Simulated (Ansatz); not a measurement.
Model: Si(111) 1x1 surface, 6 top atoms, 3 bilayers, bottom bilayer H-capped and fixed, every top atom capped by F; cell 11.5 x 6.6 Å; about 7 Å thick over the host's atoms, 18 atoms held. All values below come from PBE-D3(BJ) (plane waves to 420 eV, PAW; Ansatz, a quantum-chemistry and plane-wave program). k mesh 1 x 2 x 1. The slab states were run without spin polarisation. A thicker slab, a larger cell or a denser mesh can move such energies by a tenth of an eV or more. All energies are electronic energies at 0 K, without vibrations. Each state was relaxed from one prepared geometry.

End state of this step: TMA swaps its C for the surface F. Atoms near the product:

| atom | x (Å) | y (Å) | z (Å) |
|---|---|---|---|
| F(15) | 2.011 | 3.303 | 11.101 |
| Si(16) | 3.772 | -0.014 | 9.511 |
| Si(17) | 5.751 | 3.400 | 9.594 |
| Si(18) | 5.751 | 1.132 | 8.948 |
| F(30) | 3.441 | -0.146 | 11.099 |
| F(31) | 5.751 | 0.706 | 12.093 |
| Si(32) | 7.730 | -0.014 | 9.510 |
| F(46) | 8.060 | -0.147 | 11.098 |
| F(47) | 9.489 | 3.303 | 11.100 |
| Al(a0) | 5.783 | 1.656 | 13.490 |
| C(a1) | 7.555 | 2.016 | 14.217 |
| H(a2) | 8.327 | 2.018 | 13.434 |
| H(a3) | 7.600 | 2.978 | 14.749 |
| H(a4) | 7.837 | 1.236 | 14.944 |
| C(a5) | 4.043 | 2.050 | 14.275 |
| H(a6) | 3.798 | 1.318 | 15.062 |
| H(a7) | 4.017 | 3.043 | 14.746 |
| H(a8) | 3.237 | 2.002 | 13.529 |
| C(a9) | 5.752 | 3.748 | 11.459 |
| H(a10) | 6.672 | 3.341 | 11.906 |
| H(a11) | 5.748 | 4.831 | 11.647 |
| H(a12) | 4.838 | 3.332 | 11.910 |

Task: What energy does it take to move DMAF into the gas, one a cell, with the surface relaxed behind it, and what are its closest contacts before it leaves?

Result: 0.18 eV. Its closest contacts to the rest of the cell: Al(a0)...H(a10) 2.48 Å, Al(a0)...H(a12) 2.49 Å, F(31)...H(a11) 2.55 Å.

Here TMA is trimethylaluminium monomer, Al(CH3)3; DMAF is dimethylaluminium fluoride monomer.
